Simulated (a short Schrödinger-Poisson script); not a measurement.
## Symmetric double-gate stack, SiO2 on p-type Ge(111)

System: symmetric double-gate stack, SiO2 on p-type Ge(111), at 400 K.

```
layer  material  thickness (nm)  Na (cm⁻³)
-----  --------  --------------  ---------
1          SiO2             1.4          -
2            Ge               4       4e17
3          SiO2             1.4          -
```

Constants are typed, rounded textbook-type inputs, not results; the design itself was drawn at random and stands for no fabricated device. SiO2: permittivity 3.9, conduction-band edge (eV) 3.1, gap (eV) 9, electron mass (mₑ) 0.5. Ge: permittivity 16, conduction-band edge (eV) 0, gap (eV) 0.664, Nv at 300 K (cm⁻³) 6e18.

Channel valleys (confinement mass, in-plane density-of-states mass, number): L1 1.59, 0.08, 1; L3 0.09, 0.34, 3. At the gates, both at one voltage, the conduction-band edge of layer 1 lies 3.32 eV − eVg above the Fermi level of the channel. Gaps are held at their typed values at every temperature. Mesh 0.03 nm at interfaces.

Solved with a short Schrödinger-Poisson script written for these runs: 1D Poisson equation in equilibrium, electrons quantum, Hartree (BenDaniel-Duke, 12 states a valley, the channel's in-plane mass for all, wave functions free to enter the dielectric), parabolic valleys, classical holes, full ionisation, no traps, pinning or gate leakage.

| Vg (V) | electrons (cm⁻²) | C (μF/cm²) | L1 E0 (meV) | L1 E1 (meV) | L3 E0 (meV) | L3 E1 (meV) |
|---|---|---|---|---|---|---|
| -0.1 | 1.06e8 | < 0.003 | 340.1 | 382.1 | 456.9 | 888.3 |
| -0.05 | 4.50e8 | < 0.003 | 290.1 | 332.1 | 406.9 | 838.4 |
| 0 | 1.92e9 | 0.00907 | 240.1 | 282.2 | 357.0 | 788.4 |
| 0.05 | 8.11e9 | 0.0379 | 190.4 | 232.4 | 307.2 | 738.6 |
| 0.1 | 3.35e10 | 0.152 | 141.3 | 183.4 | 258.2 | 689.6 |
| 0.15 | 1.27e11 | 0.515 | 95.0 | 136.9 | 211.7 | 642.9 |
| 0.2 | 3.90e11 | 1.23 | 55.1 | 96.7 | 171.7 | 602.4 |
| 0.25 | 8.93e11 | 1.98 | 24.4 | 65.3 | 140.6 | 570.4 |
| 0.3 | 1.60e12 | 2.53 | 1.5 | 41.7 | 117.3 | 545.9 |
| 0.35 | 2.45e12 | 2.90 | -16.0 | 23.2 | 99.3 | 526.4 |
| 0.4 | 3.40e12 | 3.16 | -29.9 | 8.2 | 84.8 | 510.3 |
| 0.45 | 4.41e12 | 3.34 | -41.4 | -4.4 | 72.7 | 496.6 |
| 0.5 | 5.48e12 | 3.47 | -51.1 | -15.2 | 62.4 | 484.7 |
| 0.55 | 6.58e12 | 3.58 | -59.5 | -24.7 | 53.5 | 474.0 |
| 0.6 | 7.71e12 | 3.66 | -66.8 | -33.2 | 45.6 | 464.3 |
| 0.65 | 8.86e12 | 3.73 | -73.4 | -41.0 | 38.5 | 455.4 |
| 0.7 | 1.00e13 | 3.78 | -79.3 | -48.0 | 32.1 | 447.2 |
| 0.75 | 1.12e13 | 3.82 | -84.7 | -54.6 | 26.2 | 439.5 |
| 0.8 | 1.24e13 | 3.86 | -89.7 | -60.8 | 20.7 | 432.2 |
| 0.85 | 1.36e13 | 3.89 | -94.4 | -66.6 | 15.7 | 425.3 |
| 0.9 | 1.48e13 | 3.92 | -98.8 | -72.1 | 10.9 | 418.7 |

Subbands count from the Fermi level. The capacitance is that of both gates.

Only the L valleys are kept; under strong confinement the Δ valleys of Ge fill too.
